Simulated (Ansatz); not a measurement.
**Ta2O5, pressure series**

The reference is Ta2O5 (space group Pmmn, No. 59; a = 3.8384 Å, b = 12.9931 Å, c = 3.8686 Å; a cell from a computed database, its experimental status unchecked).

Cell and atoms are relaxed at each pressure.

Level of theory: PBEsol, PAW, 420 eV (Ansatz, an electronic-structure program; scalar-relativistic without spin-orbit coupling).

```
P (GPa)  V (Å³/atom)
-------  -----------
-2.00         13.915
-1.00         13.847
0.29          13.763
0.70          13.737
3.00          13.598
5.00          13.485
7.50          13.352
10.00         13.226
```

Q: Fit a third-order Birch–Murnaghan equation of state.

A: Least squares on P(V) = (3B₀/2)[(V₀/V)^(7/3) − (V₀/V)^(5/3)]·[1 + (3/4)(B₀′ − 4)((V₀/V)^(2/3) − 1)] gives V₀ = 13.78 Å³/atom, B₀ = 215 GPa and B₀′ = 6.0.

Between the base and pressure 10 GPa the gap moves from 2.27 eV to 2.24 eV, a mean slope of -3.5 meV/GPa.

With Ta present, leaving out spin-orbit coupling can change the band edges. Load acts through the strain it causes; cell and atoms are relaxed under it. No phonon test of stability was made. No other phases were tried under pressure.
